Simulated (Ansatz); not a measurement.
Results of LDA in Ansatz (plane waves, PAW) for WTe (model structure, started from the CsCl type, Pm-3m, No. 221, 2 atoms in the cell).

Numerical settings: plane-wave cutoff 520 eV, 16×16×16 k mesh, Fermi–Dirac smearing 0.05 eV, no spin polarisation, scalar-relativistic PAW data made under PBE.

Cell (relaxed at this level):

```xyz
2
Lattice="3.2815 0.0000 0.0000 0.0000 3.2815 0.0000 0.0000 0.0000 3.2815" Properties=species:S:1:pos:R:3 pbc="T T T"
W      0.0000     0.0000     0.0000
Te     1.6408     1.6408     1.6408
```

Problem. What does this level give for the bulk modulus B0?

Solution. 
- bulk modulus B0 = 202 GPa

Note: the run has no spin polarisation, so it can have missed a magnetic state; the bulk modulus is −V dP/dV from two relaxed cells at ±2 % in volume; the relaxation could raise the start's symmetry but not lower it, so the cell can be a saddle point.

Spin–orbit coupling is not included; it can open a gap where bands touch, and shift volumes and moduli.

Computing time: about 28 core-seconds (a rough figure).

A model structure was made by putting elements into a prototype or built by hand; it is no filed structure, need not be a known phase, and can be a saddle point held by its symmetry.

Ansatz is a first-principles code.
